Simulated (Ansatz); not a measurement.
Consider BaF2 in the fluorite structure (space group Fm-3m, No. 225; a = 6.246 Å).

(Cell as relaxed with PBE.)

Levels (all Ansatz, a first-principles code, PAW): PBE (420 eV, no spin-orbit coupling); PBEsol (420 eV, no SOC).

Each level relaxes its own structure.

| base | PBE | PBEsol |
|---|---|---|
| volume per atom | 20.31 Å³ | 19.27 Å³ |
| lattice parameter a | 6.246 Å | 6.137 Å |
| band gap | 6.73 eV | 6.83 eV |

Now apply this change: a fraction x = 0.5 of the Ba sites is given to Ca, ordered in a cell of 6 atoms (starting symmetry R-3m) and fully relaxed.

```csv
quantity,PBE,PBEsol
mixing energy,+53 meV/atom,+54 meV/atom
electron mass,"0.54 mₑ along c, 0.49 mₑ across (at Γ)","0.53 mₑ along c, 0.49 mₑ across (at Γ)"
band gap,6.43 eV,6.53 eV
volume per atom,17.10 Å³,16.25 Å³
"gap character (in this cell's own zone, which can be folded)","indirect, F → Γ","indirect, F → Γ"
```

PBE's mixing energy lies 1 meV/atom below PBEsol's; PBE's band gap lies 0.10 eV below PBEsol's; PBE's volume per atom lies 0.843 Å³ above PBEsol's (5.2 %); the two agree on the gap character. Neither level is exact; PBEsol is the comparison here, not a measurement.

Each cell is one ordered arrangement of few atoms, which overstates ordering effects compared with a random alloy. Effective masses come from finite differences of ±0.01 Å⁻¹. Stability against distortions was not tested. Labels are those of the standard path for the cell's own space group.
